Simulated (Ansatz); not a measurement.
# SiC: response to strain

The parent structure is SiC (space group P6_3mc, No. 186; a = 3.094 Å, c = 10.129 Å). Axes: x lies along a and z along c of the hexagonal cell.

Strains are applied to the cell and any free atomic positions relax.

Level of theory: Kohn–Sham DFT with the PBE functional, run in Ansatz (a quantum-chemistry and plane-wave program) with PAW and 420 eV plane waves, without spin-orbit coupling.

Notes on the quantities. energy relative to the base: free energy F.

```json
[
 {"uniaxial strain ε_zz (%)": "0", "energy relative to the base (meV/atom)": "0.0"},
 {"uniaxial strain ε_zz (%)": "0.75", "energy relative to the base (meV/atom)": "1.0"},
 {"uniaxial strain ε_zz (%)": "1.5", "energy relative to the base (meV/atom)": "3.8"},
 {"uniaxial strain ε_zz (%)": "2.25", "energy relative to the base (meV/atom)": "?"},
 {"uniaxial strain ε_zz (%)": "3", "energy relative to the base (meV/atom)": "14.9"}
]
```

Question: Fit ΔE = Aε² + Bε³ (ε in %) to the rows shown and predict the withheld row.

Answer: Least squares on the printed values gives A = 1.73 and B = -0.026 meV/atom (largest residual 0.0 meV/atom); this predicts 8.5 meV/atom, and the run gives 8.5 meV/atom, in agreement.

Whether these cells are dynamically stable was not tested.
